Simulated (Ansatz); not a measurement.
InSb: element substitutions

Base system: InSb in the zinc blende structure (space group F-43m, No. 216; a = 6.5191 Å).

Each row replaces one element on all its sites; cell and atoms are relaxed.

Levels (all Ansatz, a first-principles code, PAW): PBEsol (420 eV, scalar-relativistic without spin-orbit coupling); r2SCAN (500 eV, spin-orbit coupling left out).

Band gaps by level, all at the geometries relaxed with PBEsol:

```json
[
 {"case": "base", "PBEsol": "zero", "r2SCAN": "0.13 eV"},
 {"case": "In → Ti", "PBEsol": "zero", "r2SCAN": "zero"},
 {"case": "Sb → As", "PBEsol": "zero", "r2SCAN": "0.14 eV"}
]
```

Single points use the geometry relaxed with PBEsol. With Sb present, leaving out spin-orbit coupling can change the band edges. No phonon test of stability was made. As relaxed here, TiSb is a hypothetical phase, not in the database extracts checked. The final runs are not spin-polarised. An odd electron count without spin: TiSb. TiSb has a high density of states at the Fermi level and may be magnetic at this level. The zero or small gap of InSb and InAs can change with the level of theory.
